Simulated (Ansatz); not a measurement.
Results of r²SCAN+rVV10 (plane waves, PAW; Ansatz, a program for electronic structure) for K2NiO2 (I4/mmm, No. 139, 5 atoms in the cell; start COD 1530497).

Run with plane-wave cutoff 560 eV, 12×12×12 k mesh, Fermi–Dirac smearing 0.01 eV, spin-polarised with parallel moments, scalar-relativistic PAW data made under PBE.

Cell (relaxed at this level):

```
CELL_PARAMETERS angstrom
     -1.94365     1.94365     6.34770
      1.94365    -1.94365     6.34770
      1.94365     1.94365    -6.34770
ATOMIC_POSITIONS crystal
  K  0.65512 0.65512 0.00000
  K  0.34488 0.34488 0.00000
  Ni 0.00000 0.00000 0.00000
  O  0.86730 0.86730 0.00000
  O  0.13270 0.13270 0.00000
```
Starting moments (μB, in the order of the record's atoms K K Ni O O): 0.0 0.0 2.0 0.0 0.0.

Question: Estimate the band gap and direct gap at Γ that the calculation returns.

Answer: 
- band gap = 1.54 eV (on the SCF k mesh)
- direct gap at Γ = 2.34 eV

Note: the magnetic order was assumed, not searched for or taken from measurement; the relaxation could not lower the start's symmetry, so the cell can be a saddle point above a distorted one; without U or exact exchange, gaps and moments of open d shells tend to come out too small.

Computed values are for the static lattice.

The result took about 19 core-minutes (a rough figure).
